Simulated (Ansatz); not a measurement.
A self-consistent single point of BaTiO₃ (P4mm, 5 atoms in the cell) with Ansatz (a quantum-chemistry and plane-wave program).

Level of theory: PBE, PAW files (plane waves; Ansatz).

```xyz
5
Lattice="3.9561 0.0000 0.0000 0.0000 3.9561 0.0000 0.0000 0.0000 4.0674" Properties=species:S:1:pos:R:3 pbc="T T T"
Ba     1.9780     1.9780     2.3694
Ti     0.0000     0.0000     0.4069
O      0.0000     1.9780     0.2612
O      1.9780     0.0000     0.2612
O      0.0000     0.0000     2.2329
```

Reference input (self-consistent single point, DFT, PBE, plane waves, PAW files): kpoints.mp_grid.grid = 6 6 6; hamiltonian.xc = pbe; hamiltonian.pseudopotentials = {kind: paw} (the program's default PAW files); scf.occupations.method = fixed. This run's input differs from it in these lines:

```diff
@@ -19,2 +19,3 @@
   occupations: { method: fixed }
+  mixing: { preconditioner: ldos }
 output:
```

Log, with long lists cut:

```
Error: inconsistent input (scf.mixing.preconditioner, scf.occupations.method): ldos needs the smeared local DOS at the Fermi level to build its model. With no smearing kernel (method: fixed, a smearing width below the step floor, tetrahedron integration, or explicit occupations) the LDOS field is never tabulated. Use a smearing scheme with a finite width, or preconditioner: auto
```

The program stopped before any SCF iteration. 

The starting cell comes from a database of computed structures (which also holds hypothetical and non-ambient phases and stackings), without a prior relaxation at this level. Its lattice was rescaled by a random factor within 2.5 % of one.

Keys are those of Ansatz 0.2.
